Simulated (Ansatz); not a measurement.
Cell and atoms of amorphous Si30N40Ru:

```
RuN40Si30
1.0
    9.28354     0.17933    -0.11655
    0.17933     9.35982    -0.08910
   -0.11655    -0.08910     9.22017
Si N Ru
30 40 1
Cartesian
  0.61209   2.40338   4.39974
  3.59044   9.36365   2.67994
  5.52340   4.99219   5.53888
  6.18776   8.29316   1.27295
  0.61905   4.86133   8.26058
  8.02993   2.60430   8.55024
  0.50521   7.49329   7.11826
  7.28001   0.17066   8.25691
  7.71350   5.42366   1.04777
  1.45054   7.55324   3.89341
  3.30511   0.20830   7.59532
  0.08407   5.40904   5.06700
  4.32666   7.04688   4.65059
  3.22194   4.49920   6.91009
  1.14398   0.45800   0.18154
  3.63959   2.14012   4.98917
  3.89740   4.55324   0.12876
  8.62017   3.42461   2.06317
  7.03013   7.47376   5.76006
  2.34736   2.58298   2.13694
  5.96103   0.22526   3.97962
  5.22874   2.42445   7.05450
  5.32734   7.05462   8.03123
  8.84217   0.17948   5.61111
  1.27089   2.30085   7.03910
  2.03479   5.06864   2.33530
  8.28306   0.33736   2.82184
  3.62029   7.29822   0.54459
  6.94278   6.04599   3.33743
  0.72182   7.21028   1.00997
  6.28071   6.34940   6.81268
  0.37354   8.21021   2.49752
  4.48567   8.38534   1.57349
  0.11382   3.21926   7.96518
  6.65455   0.17890   2.29487
  2.27783   2.32078   3.85749
  0.90801   8.08952   5.50455
  1.91845   1.04264   8.08205
  4.44719   1.06968   3.71237
  3.43162   3.98141   1.73272
  2.28273   6.56694   1.42372
  4.51187   3.66434   8.00003
  1.36306   5.81557   3.83765
  4.76602   6.09381   0.06928
  9.11892   6.02471   0.21401
  0.98624   8.04720   8.79828
  3.76990   8.02762   8.11294
  7.63563   3.69905   0.58220
  7.99298   6.64737   4.60463
  6.90680   6.80279   1.74415
  5.68860   8.23445   4.92367
  8.71869   1.10635  -0.07136
  7.84074   4.78154   2.68602
  8.91999   1.95095   2.88890
  7.65123   0.29609   4.46705
  5.03276   3.19937   5.45161
  3.87618   5.78449   5.93070
  6.39599   8.34348   8.79938
  2.33322   4.86465   8.38174
  5.35396   5.80828   3.95180
  3.09267   8.06699   3.83659
  9.07011   3.94981   4.84706
  4.22249   1.06993   6.51512
  0.44744   1.40711   5.82132
  0.39454   5.82852   6.81223
  6.72086   1.76337   7.70039
  2.25378   0.88715   1.57380
  2.47176   3.14410   6.19895
  1.00195   3.70252   1.91790
  8.18411   8.60940   6.81961
  7.12810   3.38728   5.11219
```

Methods: PBE, scalar-relativistic without spin-orbit coupling (Ansatz, a first-principles code); r2SCAN, scalar-relativistic without spin-orbit coupling (Ansatz); HSE06, scalar-relativistic without spin-orbit coupling (Ansatz). Neutral PBE cell, which sets geometry, pressure and energy: sampling: a 2×2×2 Γ-centred mesh; Fermi-Dirac width 0.01 eV; collinear spin, started from moments on atoms; no Hubbard U, moments started parallel, and no other order was tried. In the spin-polarised cell the level spacing at the Fermi energy can part levels of unlike spin. Exact exchange is cut at the faces of this 9 Å cell, which leaves hybrid gaps a finite-size error.

The cell was made by melting and quenching with the CHGNet potential and then relaxed with DFT. N atoms were pushed apart under 1.9 Å during the dynamics, to hinder bonds among them. The hot cell started wider than the set density and was brought back towards it in steps. It is the lowest in DFT energy of 2 quenches. It is a model cell: composition and starting density were chosen by hand, and all elements were melted together. No dispersion term was used. Cooling ran many orders faster than in experiment, which tends to leave more defects and strain. Values belong to this one cell and scatter from quench to quench. The volume was held where the preparation left it and the shape relaxed.

### Question
Give the pressure, the energy against reference phases and the spacing of the highest filled and lowest empty levels.

### Answer

```json
{
  "Pressure on a 2×2×2 Γ-centred mesh": "0.25 GPa",
  "Largest force and stress component on that mesh (the relaxation ran on the zone centre alone)": "0.15 eV/Å and 0.5 GPa",
  "Energy relative to beta Si3N4 + hcp Ru (lowest mix at this level among the phases computed, not always the ambient ones)": "0.412 eV/atom",
  "Level spacing at the Fermi energy on a 2×2×2 Γ-centred mesh (PBE)": "0.60 eV",
  "Level spacing at the Fermi energy at the zone centre (PBE)": "0.68 eV",
  "Level spacing at the Fermi energy at the zone centre (r2SCAN)": "1.17 eV",
  "Level spacing at the Fermi energy at the zone centre (HSE06)": "2.39 eV",
  "Distance between the nearest levels spread over more than a fifth of the atoms or a third of the atoms of their main element (six at least) (PBE, zone centre)": "2.78 eV",
  "net_moment": "2.00 μB"
}
```

### Question
At PBE and the zone centre, how localised are the states just below and above the Fermi level (participation number: the atoms over which a state spreads)?

### Answer
The highest filled state is spread over 1.9 atoms' worth, largest on Ru71, with weights by element (charge in smoothed Voronoi cells) Ru 0.73, N 0.18, Si 0.09. The lowest empty state is spread over 2.1 atoms' worth, largest on Ru71, with weights by element (charge in smoothed Voronoi cells) Ru 0.68, N 0.22, Si 0.10.

At PBE the levels at both edges of the gap are localised (band-tail or defect states), and the nearest spread-out levels lie 2.8 eV apart at the zone centre.

Neighbours within Si-Si 2.60 Å, Si-N 2.14 Å, Si-Ru 2.83 Å, N-N 1.70 Å, N-Ru 2.39 Å, Ru-Ru 3.21 Å count as bonded. Two cations that share two anions don't count as bonded, nor two that share one unless they lie closer than Si-Si 2.38 Å, Si-Ru 2.75 Å, Ru-Ru 3.12 Å.

Added carriers, by PBE, scalar-relativistic without spin-orbit coupling run with Ansatz on the zone centre alone. Charged cells keep the cell fixed and stand in a uniform background, with no image correction, at a width of 0.01 eV; where the count is odd the moment is locked at 1 μB, unless the neutral cell bore moments. Each starts from the undistorted neutral geometry alone. PBE's self-interaction favours spread-out carriers, so it can miss traps that a hybrid finds.

### Question
What happens at PBE when the cell takes an extra electron and the atoms relax?

### Answer
Relaxation lowers the charged cell by 0.75 eV. The largest moves are N56 0.32 Å, Si22 0.29 Å, Ru71 0.25 Å, N66 0.20 Å. The neutral cell had unpaired spins already, so no single level is told as the carrier's. No bond crosses its cut-off with a change of over 0.15 Å (metal-metal contacts aside). Made neutral again at that geometry, the cell lies +0.55 eV from the neutral start.

### Question
What happens at PBE when the cell takes a hole and the atoms relax?

### Answer
Relaxation lowers the charged cell by 0.29 eV. The largest moves are N56 0.10 Å, Ru71 0.10 Å, Si3 0.08 Å, N55 0.08 Å. The neutral cell had unpaired spins already, so no single level is told as the carrier's. No bond crosses its cut-off with a change of over 0.15 Å (metal-metal contacts aside). Made neutral again at that geometry, the cell lies +0.27 eV from the neutral start.
